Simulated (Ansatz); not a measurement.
The starting structures come from a database of crystals and need not be the phases stable at ambient conditions.

 Where the default PAW files enter, the runs use the earlier of Ansatz's two default sets.

Tunnelling through a barrier is set by its complex band structure: the current falls as exp(−2κd) with the smallest κ.

Input:

```
CELL_PARAMETERS angstrom
      6.42042     0.00000     0.00000
      0.00000     7.49539     0.00000
      3.21021     0.00000     3.21021
ATOMIC_POSITIONS crystal
  Ba 0.00000 0.80838 0.50000
  Ba 0.50000 0.19162 0.50000
  Br 0.50000 0.64961 0.50000
  Br 0.00000 0.35039 0.50000
  F  0.50000 0.00000 0.00000
  F  0.00000 0.00000 0.00000
```

Space group of this cell: P4/nmm. The cell is taken as given; by r2SCAN its mean pressure is -0.5 GPa.

Transport runs along the normal of the first two printed cell vectors, the (110) plane of the conventional cell.

No gap correction and no spin-orbit coupling; mid-gap values are interpolated between computed energies.

**Question.** Predict the band gap and the smallest decay constant κ at mid-gap from r2SCAN run with Ansatz (a first-principles code).

**Answer.** Gap 5.39 eV on a 10×4×10 mesh; κ = 0.350 1/Å, at the zone centre.
